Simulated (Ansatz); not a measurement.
**PBE against r2SCAN: hypothetical rock salt AsP, uniaxial stress, 2 GPa compression along x**

Take AsP in the rock salt structure (space group Fm-3m, No. 225; a = 5.210 Å; a hypothetical phase, not in the database extracts checked; relaxed with 0.1 eV smearing) as the base. Axes: x, y, z lie along the cube axes.

(Cell as relaxed with PBE.)

Levels (all Ansatz, an electronic-structure program, PAW): PBE (420 eV, no spin-orbit coupling); r2SCAN (500 eV, scalar-relativistic without spin-orbit coupling).

Each level relaxes its own structure.

```
base                      PBE    r2SCAN
-------------------  --------  --------
volume per atom      17.67 Å³  17.29 Å³
lattice parameter a   5.210 Å   5.171 Å
band gap                 zero      zero
```

Modification: uniaxial stress, 2 GPa compression along x; all other stress components relax to zero.

```tsv
quantity	PBE	r2SCAN
volume per atom	17.54 Å³	17.17 Å³
mean lateral Poisson ratio	0.08	0.09
secant Young's modulus along x	230 GPa	240 GPa
```

PBE's volume per atom lies 0.37 Å³ above r2SCAN's (2.2 %); PBE's secant Young's modulus along x lies 14.0 GPa below r2SCAN's. Neither level is exact; r2SCAN is the comparison here, not a measurement.

Load acts through the strain it causes; cell and atoms are relaxed under it. Beyond what the load breaks, stability against distortions was not tested. The final runs are not spin-polarised.
